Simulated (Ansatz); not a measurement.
## Carrier properties of BP under load (space group I-4m2)

Input:

```xyz
2
Lattice="0.0000 2.2694 2.2615 2.2694 0.0000 2.2615 2.2694 2.2694 0.0000" Properties=species:S:1:pos:R:3 pbc="T T T"
B      0.0000     0.0000     0.0000
P      1.1347     1.1347     1.1308
```

The numbers are results of r2SCAN with spin-orbit coupling, rigid bands (plane waves, PAW; Ansatz, a quantum-chemistry and plane-wave program), not measurements. Condition of this run: uniaxial stress zz = 1 GPa (compression positive) (the target of the relaxation). Geometry: cell and atoms relaxed with r2SCAN, then loaded as said.

The band gap is 1.35 eV and the electron conductivity mass (300 K, dilute) comes out as 0.26 (x), 0.26 (y), 0.63 (z) mₑ. The hole conductivity mass (300 K, dilute) is 0.40 mₑ and the effective density of states N_c (300 K) is 1.8e19 cm⁻³. The effective density of states N_v (300 K) is 1.3e19 cm⁻³ and the density-of-states mass, electrons is 0.79 mₑ. The density-of-states mass, holes comes out as 0.66 mₑ. The Seebeck coefficient, n-type 1e19 cm⁻³, 300 K is -320 μV/K and the best n-type power factor at 300 K for τ = 10 fs (best axis; densities from 1e16 to 1e21 cm⁻³ tried, whether or not they can be reached) is 18.6 μW/(cm·K²) at 1e20 cm⁻³. The Seebeck coefficient, p-type 1e19 cm⁻³, 300 K is 310 μV/K. The best p-type power factor at 300 K for τ = 10 fs (best axis; densities from 1e16 to 1e21 cm⁻³ tried, whether or not they can be reached) is 14.2 μW/(cm·K²) at 1e20 cm⁻³.

Rigid bands; masses and Seebeck coefficients take one relaxation time τ for all states and one kind of carrier; polarons and phonon drag are left out.
